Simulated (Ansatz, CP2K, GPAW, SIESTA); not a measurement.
# NaMgF₃ (Pm-3m, 5 atoms in the cell) computed with different codes at matched settings

Band-structure calculation.

```
NaMgF3
1.0
    4.01998     0.00000     0.00000
    0.00000     4.01998     0.00000
    0.00000     0.00000     4.01998
Na Mg F
1 1 3
Direct
  0.00000   0.00000   0.00000
  0.50000   0.50000   0.50000
  0.50000   0.50000   0.00000
  0.00000   0.50000   0.50000
  0.50000   0.00000   0.50000
```

Shared settings, as Ansatz (a program for electronic structure) writes them: kpoints.mp_grid.grid = 8 8 8; scf.occupations.method = fixed. Potentials and cutoffs stand in the table.

```csv
code,model,gap along the path (eV),smallest direct gap (eV),cutoff
SIESTA,"GGA PBEsol, numerical atomic orbitals DZP, PseudoDojo PBEsol standard norm-conserving potentials (rewritten from UPF to PSML)",5.51,5.98,grid 400 Ry
GPAW,"PBEsol, GPAW PAW datasets PBEsol (made by gpaw-setup)",5.61,6.03,900 eV
CP2K,"PBEsol, GPW, DZVP-MOLOPT-SR-GTH basis, GTH-PBE potentials (GTH_POTENTIALS)",5.58,6.03,grid 1000 Ry
Ansatz,"PBEsol, default PAW files made with PBE",5.62,6.04,30.9 Ry
```

The spread over the programs that give each value: gap along the path within 0.11 eV; smallest direct gap within 0.06 eV.

SIESTA and CP2K use small atom-centred bases, whose incompleteness enters pressures, forces and empty levels differently from a plane-wave cutoff.

The starting cell comes from a database of computed structures (which also holds hypothetical and non-ambient phases and stackings), without a prior relaxation at this level. Its lattice was rescaled by a random factor within 2.5 % of one.

Left out of this page: Quantum ESPRESSO and FLEUR (not drawn, or without a comparable value); Elk (unsound by tests on forces, stress, charge or solver warnings).

Keys are those of Ansatz 0.2.
